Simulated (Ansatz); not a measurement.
Take InAs in the zinc blende structure (space group F-43m, No. 216; a = 6.087 Å) as the base.

The change: Sb takes the place of As on all its sites, then cell and atoms are relaxed.

Levels (all Ansatz, a first-principles code, PAW, earlier PAW set): PBEsol (420 eV, no SOC); r2SCAN (500 eV, spin-orbit coupling left out); PBEsol+SOC (420 eV, with spin-orbit coupling).

One geometry, relaxed with PBEsol, under each level:

```json
[
 {"level": "PBEsol", "band gap": "zero", "pressure": "0.0 GPa"},
 {"level": "r2SCAN", "band gap": "0.12 eV", "pressure": "0.8 GPa"},
 {"level": "PBEsol+SOC", "band gap": "zero", "pressure": "0.0 GPa"}
]
```

Single points use the geometry relaxed with PBEsol. Their cutoffs differ, which shifts pressures a little. The spin-orbit shifts are approximate. With Sb present, leaving out spin-orbit coupling can change the band edges. Stability against distortions was not tested. The runs without spin-orbit coupling are not spin-polarised. The zero or small gap of InSb and InAs can change with the level of theory.
